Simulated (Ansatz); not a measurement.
# Mg on the 1x1 (110) surface of bcc W, one in a 2x2 cell, started at the site 'bridge W-W (span 3.2 Å)'

All values below come from PBE (plane waves to 420 eV, PAW; Ansatz, a quantum-chemistry and plane-wave program).

Set-up: 17 atoms, 6.6 Å thick at the start under the adsorbate (thin: gaps and levels are the slab's own); mesh 6x6x1; 0.1 eV smearing; dipole correction on; 8 atoms held, the rest relaxed; symmetry of the start imposed; no spin, no spin-orbit, no U, no dispersion correction. At the end it is bonded to 4 W. In PBE it is, or lies within 0.03 eV of, the lowest of the starts that converged.

adsorption energy against an atom of hcp Mg: -0.38 eV
work function of the top face: 3.05 eV
change of the work function: -1.77 eV
change of the step from the bottom to the top vacuum level, against the clean slab: -1.75 eV
energy released by relaxation: 0.32 eV
height of the binding atom over the mean of the host atoms within 0.3 Å of the top one: 4.227 bohr
nearest host atoms of the binding atom: W at 2.79 Å, W at 2.79 Å, W at 3.13 Å
largest move of a host atom: 0.06 Å
cost: about 10 core-minutes (a rough figure)

A negative adsorption energy means that the adsorbate is more stable on the surface than in its reference.
